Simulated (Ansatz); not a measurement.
Relaxation of the outer planes of the (100) surface of rutile-type MgF2 in its 1x1 cell (cut with top plane F, bottom plane F), outermost plane spacing 0.92 Å in the ideal cut.

These are PBE (plane waves to 420 eV, PAW; Ansatz, an electronic-structure program) values and carry that method's errors.

Slab: 15 atoms, F10Mg5, 11.2 Å thick at the start; k 8x6x1, smearing 0.025 eV, dipole-corrected; all atoms relaxed; start symmetry kept, larger cells not searched; no spin, no spin-orbit, no U.

```
plane  atoms  bulk spacing to the next (Å)  relaxed spacing (Å)  change (%)  rumpling (Å)
-----  -----  ----------------------------  -------------------  ----------  ------------
1          F                         0.923                0.984         6.7          0.00
2         Mg                         0.923                0.861        -6.7          0.00
```
